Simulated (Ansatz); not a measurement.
CaTiO3 (Pnma, No. 62) was calculated with PBEsol in Ansatz (plane waves, PAW).

Settings: plane-wave cutoff 520 eV, 6×6×6 k mesh, Fermi–Dirac smearing 0.01 eV, no spin polarisation, scalar-relativistic PAW data made under PBE.

Cell (relaxed at this level):

```
CELL_PARAMETERS angstrom
      5.33587     0.00000     0.00000
      0.00000     5.43714     0.00000
      0.00000     0.00000     7.59215
ATOMIC_POSITIONS crystal
  Ca 0.99056 0.45592 0.25000
  Ca 0.50944 0.95592 0.25000
  Ca 0.00944 0.54408 0.75000
  Ca 0.49056 0.04408 0.75000
  Ti 0.00000 0.00000 0.00000
  Ti 0.50000 0.50000 0.50000
  Ti 0.00000 0.00000 0.50000
  Ti 0.50000 0.50000 0.00000
  O  0.07904 0.02000 0.25000
  O  0.42096 0.52000 0.25000
  O  0.92096 0.98000 0.75000
  O  0.57904 0.48000 0.75000
  O  0.20870 0.29070 0.54156
  O  0.29130 0.79070 0.95844
  O  0.79130 0.70930 0.04156
  O  0.70870 0.20930 0.45844
  O  0.79130 0.70930 0.45844
  O  0.70870 0.20930 0.04156
  O  0.20870 0.29070 0.95844
  O  0.29130 0.79070 0.54156
```

Question: Predict the bulk modulus B0, band gap and pressure derivative B′ of the bulk modulus.

Answer: 
* **bulk modulus B0**: 186 GPa
* **band gap**: 2.43 eV (direct)
* **pressure derivative B′ of the bulk modulus**: 4.3

Note: the relaxation could not lower the start's symmetry, so the cell can be a saddle point above a distorted one; the bulk modulus comes from volumes at which shape and atoms were relaxed.

Static lattice: no zero-point or thermal effects.

It cost around 60 core-minutes (rough) of CPU time.

Ansatz is a quantum-chemistry and plane-wave program.
